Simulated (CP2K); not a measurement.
A self-consistent single point of SrTiO3 (Pm-3m, 5 atoms in the cell) with CP2K.

Method of the run: LDA (Pade form), GPW, DZVP-MOLOPT-SR-GTH basis, GTH-PADE potentials (GTH_POTENTIALS) (CP2K).

```
CELL_PARAMETERS angstrom
      3.98896     0.00000     0.00000
      0.00000     3.98896     0.00000
      0.00000     0.00000     3.98896
ATOMIC_POSITIONS crystal
  Sr 0.00000 0.00000 0.00000
  Ti 0.50000 0.50000 0.50000
  O  0.50000 0.00000 0.50000
  O  0.00000 0.50000 0.50000
  O  0.50000 0.50000 0.00000
```

Reference input (self-consistent single point, DFT PBE, GPW, DZVP-MOLOPT-SR-GTH basis, GTH-PBE potentials (GTH_POTENTIALS)): CUTOFF = 600 Ry; REL_CUTOFF = 50 Ry; SMEAR/METHOD = FERMI_DIRAC; ELECTRONIC_TEMPERATURE = 232.09 K; KPOINTS/SCHEME = MONKHORST-PACK 6 6 6; GAMMA_CENTERED = T; XC_FUNCTIONAL = PBE; Sr/BASIS_SET = DZVP-MOLOPT-SR-GTH-q10; Sr/POTENTIAL = GTH-PBE-q10; Ti/BASIS_SET = DZVP-MOLOPT-SR-GTH-q12; Ti/POTENTIAL = GTH-PBE-q12; O/BASIS_SET = DZVP-MOLOPT-SR-GTH-q6. This run's input differs from it in these lines:

```diff
@@ -43,3 +43,3 @@
     &XC
-      &XC_FUNCTIONAL PBE
+      &XC_FUNCTIONAL PADE
       &END XC_FUNCTIONAL
@@ -77,3 +77,3 @@
       BASIS_SET DZVP-MOLOPT-SR-GTH-q10
-      POTENTIAL GTH-PBE-q10
+      POTENTIAL GTH-PADE-q10
     &END KIND
@@ -81,3 +81,3 @@
       BASIS_SET DZVP-MOLOPT-SR-GTH-q12
-      POTENTIAL GTH-PBE-q12
+      POTENTIAL GTH-PADE-q12
     &END KIND
@@ -85,3 +85,3 @@
       BASIS_SET DZVP-MOLOPT-SR-GTH-q6
-      POTENTIAL GTH-PBE-q6
+      POTENTIAL GTH-PADE-q6
     &END KIND
```

Output (repeated stretches shortened):

```
 SCF WAVEFUNCTION OPTIMIZATION

  Step     Update method      Time    Convergence         Total energy    Change
     1 NoMix/Diag. 0.20E+00      -     1.98465006      -137.7205973816 -1.38E+02
     2 Broy./Diag. 0.20E+00      -     0.20993279      -135.4042138909  2.32E+00
     3 Broy./Diag. 0.20E+00      -     0.12976034      -137.1898700896 -1.79E+00
     4 Broy./Diag. 0.20E+00      -     0.05064830      -137.6569031672 -4.67E-01
     5 Broy./Diag. 0.20E+00      -     0.03581478      -137.3326017594  3.24E-01
     6 Broy./Diag. 0.20E+00      -     0.00480546      -137.4422071984 -1.10E-01
   [... 5 lines left out ...]
    12 Broy./Diag. 0.20E+00      -     0.00000247      -137.3549766867  2.94E-04
    13 Broy./Diag. 0.20E+00      -     0.00000783      -137.3550117916 -3.51E-05
    14 Broy./Diag. 0.20E+00      -     0.00000011      -137.3550404991 -2.87E-05
    15 Broy./Diag. 0.20E+00      -     0.00000006      -137.3550407499 -2.51E-07
  *** SCF run converged in    15 steps ***

  Overlap energy of the core charge distribution:               0.00000000000001
  Self energy of the core charge distribution:               -288.70465515874872
  Core Hamiltonian energy:                                     74.48812970516495
  Hartree energy:                                              98.72836575420001
  Exchange-correlation energy:                                -21.86688105048093
  Electronic entropic energy:                                  -0.00000000000000
  Fermi energy:                                                 0.28091543816259

  Total energy:                                              -137.35504074986468
  Total energy (extrapolated to T->0):                       -137.35504074986468

   [... lines left out ...]

 STRESS| Analytical stress tensor [bar]
 STRESS|                        x                   y                   z
 STRESS|      x       -1.62796609007E+05   4.04927060776E-04   4.04926572463E-04
 STRESS|      y        4.04927060776E-04  -1.62796439262E+05   4.04926512274E-04
 STRESS|      z        4.04926572463E-04   4.04926512274E-04  -1.62796904905E+05
 STRESS| 1/3 Trace                                            -1.62796651058E+05
```

The run converged in 15 iterations. Against the reference run the pressure goes from -5.68 to -16.28 GPa and the gap on the mesh goes from 1.671 to 1.579 eV.

The starting cell has typed, rounded lattice constants, without a prior relaxation at this level. Its lattice was rescaled by a random factor within 2.5 % of one. Values carry the incompleteness of an atom-centred basis. With a pressure of about -16 GPa the cell is away from its equilibrium volume at this level.
